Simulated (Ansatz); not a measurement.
The starting structures come from a database of crystals and need not be the phases stable at ambient conditions.

Given:

```yaml
crystal:
  lattice:
    - [5.51806, 0.00000, 0.00000]
    - [-0.16159, 8.01419, 0.00000]
    - [0.00000, 0.00000, 5.78125]
  atoms:
    - { symbol: Na, position: [0.98051, 0.25910, 0.43967] }
    - { symbol: Na, position: [0.01949, 0.74090, 0.56033] }
    - { symbol: Na, position: [0.51949, 0.24090, 0.93967] }
    - { symbol: Na, position: [0.48051, 0.75910, 0.06033] }
    - { symbol: Na, position: [0.50000, 0.00000, 0.50000] }
    - { symbol: Na, position: [0.00000, 0.50000, 0.00000] }
    - { symbol: Sc, position: [0.50000, 0.50000, 0.50000] }
    - { symbol: Sc, position: [0.00000, 0.00000, 0.00000] }
    - { symbol: F, position: [0.32800, 0.58022, 0.78811] }
    - { symbol: F, position: [0.67200, 0.41978, 0.21189] }
    - { symbol: F, position: [0.17200, 0.91978, 0.28811] }
    - { symbol: F, position: [0.82800, 0.08022, 0.71189] }
    - { symbol: F, position: [0.80011, 0.44450, 0.67945] }
    - { symbol: F, position: [0.19989, 0.55550, 0.32055] }
    - { symbol: F, position: [0.69989, 0.05550, 0.17945] }
    - { symbol: F, position: [0.30011, 0.94450, 0.82055] }
    - { symbol: F, position: [0.87062, 0.76663, 0.93104] }
    - { symbol: F, position: [0.12938, 0.23337, 0.06896] }
    - { symbol: F, position: [0.62938, 0.73337, 0.43104] }
    - { symbol: F, position: [0.37062, 0.26663, 0.56896] }
```

Space group of this cell: P2_1/c. The cell is taken as given.

Transport runs along the normal of the first two printed cell vectors.

No gap correction and no spin-orbit coupling; mid-gap values are interpolated between computed energies.

Estimate the band gap and the smallest decay constant κ at mid-gap that Ansatz (a quantum-chemistry and plane-wave program) with r2SCAN returns for this system.

Gap 7.90 eV on a 6×4×6 mesh; κ = 0.582 1/Å, at the zone centre.
